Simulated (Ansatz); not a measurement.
Given:

End structure of H on the 1x1 (0001) surface of hcp Ti, one in a 2x2 cell, started at the site 'hollow Ti-Ti-Ti':

```
CELL_PARAMETERS angstrom
      5.87727     0.00000     0.00000
     -2.93864     5.08987     0.00000
      0.00000     0.00000    26.00000
ATOMIC_POSITIONS crystal
  Ti 0.33333 0.16667 0.36988
  Ti 0.33333 0.66667 0.36988
  Ti 0.83333 0.16667 0.36988
  Ti 0.83333 0.66667 0.36988
  Ti 0.16667 0.33333 0.45305
  Ti 0.16667 0.83333 0.45305
  Ti 0.66667 0.33333 0.45305
  Ti 0.66667 0.83333 0.45305
  Ti 0.33333 0.16667 0.54675
  Ti 0.33180 0.66590 0.54703
  Ti 0.83410 0.16820 0.54703
  Ti 0.83410 0.66590 0.54703
  Ti 0.16530 0.33470 0.63126
  Ti 0.16530 0.83060 0.63126
  Ti 0.66940 0.33470 0.63126
  Ti 0.66667 0.83333 0.62893
  H  0.00000 0.50000 0.67219
```

Model: 17-atom slab, 6.8 Å thick at the start under the adsorbate (thin: gaps and levels are the slab's own), 6x6x1 mesh, Fermi-Dirac 0.1 eV, dipole correction, single point; on the structure that PBE left under its start's symmetry; no spin, no spin-orbit, no U, no dispersion correction. At the end it is bonded to 3 Ti. In PBE it is, or lies within 0.03 eV of, the lowest of the starts that converged; the order may differ at this level.

A negative adsorption energy means that the adsorbate is more stable on the surface than in its reference.

Problem. Predict the change of the work function from r2SCAN, at the PBE geometry (Ansatz, a quantum-chemistry and plane-wave program).

Solution. -0.13 eV

Problem. What is the computed change of the step from the bottom to the top vacuum level, against the clean slab (r2SCAN, at the PBE geometry)?

Solution. -0.12 eV

Problem. Estimate the work function of the top face that r2SCAN, at the PBE geometry returns for this input.

Solution. 4.40 eV

Problem. What adsorption energy against ½ H2(g) at the same level does r2SCAN, at the PBE geometry give?

Solution. -1.25 eV
